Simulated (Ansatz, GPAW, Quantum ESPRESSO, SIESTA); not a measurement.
## Pt3W (I4/mmm, 4 atoms in the cell) computed with different codes at matched settings

Self-consistent single point.

```yaml
crystal:
  lattice:
    - [-1.94790, 1.94790, 4.01834]
    - [1.94790, -1.94790, 4.01834]
    - [1.94790, 1.94790, -4.01834]
  atoms:
    - { symbol: Pt, position: [0.75000, 0.25000, 0.50000] }
    - { symbol: Pt, position: [0.25000, 0.75000, 0.50000] }
    - { symbol: Pt, position: [0.50000, 0.50000, 0.00000] }
    - { symbol: W, position: [0.00000, 0.00000, 0.00000] }
```

Shared settings, as Ansatz (a quantum-chemistry and plane-wave program) writes them: kpoints.mp_grid.grid = 8 8 8; scf.occupations.method = fermi_dirac; scf.occupations.width = 0.1 eV. Potentials and cutoffs stand in the table.

| code | model | pressure (GPa) | cutoff |
|---|---|---|---|
| GPAW | LDA (Perdew-Wang 92), GPAW PAW datasets LDA (gpaw-data 1.0.1) | -11.53 | 600 eV |
| Ansatz | LDA (PW92), PAW files made with PBE | -10.54 | 420 eV |
| Quantum ESPRESSO | LDA (PZ), GBRV 1.5 ultrasoft (LDA) pseudopotentials | -12.28 | 40 Ry |
| SIESTA | LDA PW92, numerical atomic orbitals DZP, PseudoDojo LDA standard norm-conserving potentials (rewritten from UPF to PSML) | -13.47 | grid 300 Ry |

On Ansatz's run: spin-orbit coupling is off. Spin polarisation is off.

The spread over the programs that give each value: pressure within 2.93 GPa.

SIESTA uses small atom-centred bases, whose incompleteness enters pressures, forces and empty levels differently from a plane-wave cutoff. Ansatz's pressure is given at a fixed set of plane waves, as the other plane-wave codes print theirs; with its correction for the finite basis it is -10.49 GPa. The same LDA comes in different parametrisations, which differ slightly. In the pressure, SIESTA (by 1.94) lies more than 1 GPa from the median of the plane-wave programs.

The starting cell comes from a database of computed structures (which also holds hypothetical and non-ambient phases and stackings), without a prior relaxation at this level.

Keys are those of Ansatz 0.2.
